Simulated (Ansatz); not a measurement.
We consider quartz-high SiO2 (high-temperature phase), described by PBE0 in Ansatz (PAW).

Settings: plane-wave cutoff 460 eV, 6×6×4 k mesh (along the axes of the cell as run), Fermi–Dirac smearing 0.01 eV, scalar-relativistic PAW data made under PBE.

Cell (relaxed at this level):

```cif
data_O6Si3
_chemical_formula_sum 'Si3 O6'
_space_group_name_H-M_alt 'P6222'
_space_group_IT_number 180
_space_group_name_Hall 'P 62 2 (0 0 4)'
_cell_length_a 5.06332
_cell_length_b 5.06332
_cell_length_c 5.54107
_cell_angle_alpha 90.000
_cell_angle_beta 90.000
_cell_angle_gamma 120.000
loop_
_atom_site_label
_atom_site_type_symbol
_atom_site_symmetry_multiplicity
_atom_site_Wyckoff_symbol
_atom_site_fract_x
_atom_site_fract_y
_atom_site_fract_z
_atom_site_occupancy
Si1 Si 3 c 0.50000 0.00000 0.00000 1
O1 O 6 j 0.41783 0.20892 0.16667 1
```

Q: Predict the band gap and smallest direct gap on the k points sampled.

A: 
- band gap: 8.26 eV (indirect)
- smallest direct gap on the k points sampled: 8.47 eV

Note: symmetry holds this phase in the static calculation, where it need not be a minimum; held by symmetry at 0 K, a high-temperature phase can be a saddle point.

The computed numbers hold no vibrational or temperature effects.

Ansatz is an electronic-structure program.
